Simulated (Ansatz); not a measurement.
# TaN, pressure series

The parent structure is TaN in the rock salt structure (space group Fm-3m, No. 225).

TaN is taken in the cubic space group Fm-3m (No. 225), the rock salt structure, Pearson symbol cF8. Cell: a = b = c = 4.4170 Å, α = β = γ = 90.00°. N on 4a has 6 Ta at 2.209 Å (octahedral). Ta on 4b has 6 N at 2.209 Å (octahedral). (Neighbours: up to the widest gap in distance over summed covalent radii, below 1.35, at either atom; cation-cation and far metal-metal contacts left out.)
(The calculation used a cell of 2 atoms; values per cell refer to that cell.)

Cell and atoms are relaxed at each pressure.

Computed with DFT with PBE, PAW potentials and a 420 eV plane-wave cutoff in Ansatz (an electronic-structure program), scalar-relativistic without spin-orbit coupling.

Notes on the quantities. enthalpy: H = E + PV relative to the base's energy.

```
variant                enthalpy  shortest interatomic distance
----------------  -------------  -----------------------------
base                          –                        2.209 Å
pressure −2 GPa   -0.13 eV/atom                        2.213 Å
pressure −1 GPa   -0.07 eV/atom                        2.211 Å
pressure 1.8 GPa  +0.12 eV/atom                        2.205 Å
pressure 4.2 GPa  +0.28 eV/atom                        2.199 Å
pressure 9 GPa    +0.60 eV/atom                              ?
pressure 18 GPa   +1.18 eV/atom                        2.173 Å
pressure 30 GPa   +1.94 eV/atom                        2.153 Å
pressure 45 GPa   +2.86 eV/atom                        2.131 Å
pressure 60 GPa   +3.75 eV/atom                        2.111 Å
```

Question: Complete the table.

Answer: 
- pressure 9 GPa, shortest interatomic distance: 2.190 Å

Load acts through the strain it causes; cell and atoms are relaxed under it. Stability against distortions was not tested. No other phases were tried under pressure. The final runs are not spin-polarised. This is not the structure that TaN has at room temperature and ambient pressure.
